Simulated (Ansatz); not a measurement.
# MgTe, response to strain

The reference is MgTe in the wurtzite structure (space group P6_3mc, No. 186; a = 4.509 Å, c = 7.338 Å). Axes: x lies along a and z along c of the hexagonal cell.

Strains are applied to the cell and any free atomic positions relax; under biaxial strain the out-of-plane vector relaxes too.

All numbers come from Kohn–Sham DFT with the LDA functional, run in Ansatz (an electronic-structure program) with PAW and 420 eV plane waves, scalar-relativistic without spin-orbit coupling.

Notes on the quantities. pressure: mean of the normal stresses, compression positive; band gap: an upper bound: an edge found on the path is not a true extremum; the base alone.

| case | pressure | out-of-plane strain | band gap |
|---|---|---|---|
| base | 0.0 kbar | – | 2.43 eV |
| biaxial strain −3.00 %, plane normal [001], relaxed out of plane | 13.2 kbar | +2.74 % | 2.36 eV |
| biaxial strain −2.40 %, plane normal [001], relaxed out of plane | 10.5 kbar | +2.20 % | 2.39 eV |
| biaxial strain −1.80 %, plane normal [001], relaxed out of plane | 7.8 kbar | +1.66 % | 2.41 eV |
| biaxial strain −1.20 %, plane normal [001], relaxed out of plane | 5.1 kbar | +1.11 % | 2.42 eV |
| biaxial strain −0.60 %, plane normal [001], relaxed out of plane | 2.5 kbar | +0.56 % | 2.43 eV |

Spin-orbit coupling, missing from the scalar runs, can matter with Te. No phonon test of stability was made.
